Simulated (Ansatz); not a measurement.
For NbSi (model structure, started from the NiAs type, P6₃/mmc, No. 194, 4 atoms in the cell), PBE (PAW; Ansatz, a quantum-chemistry and plane-wave program) gives:

| Item | Value |
|---|---|
| lattice parameter a | 3.054 Å |
| lattice parameter c | 8.024 Å |

What does PBE-D3(BJ) (Ansatz, plane waves, PAW) give for the same quantities?


- lattice constant a: 2.999 Å (falls by 1.8 %)
- lattice parameter c: 8.016 Å (falls by 0.1 %)

Changes are worked out from the printed values.

Unless a cell is named, each level is at its own relaxed cell (PBE 16.21, PBE-D3(BJ) 15.61 Å³/atom).

Ansatz's density-functional and Hartree–Fock values are scalar-relativistic unless marked +SOC, with PAW data made under PBE.

A model structure was made by putting elements into a prototype or built by hand; it is no filed structure, need not be a known phase, and can be a saddle point held by its symmetry.
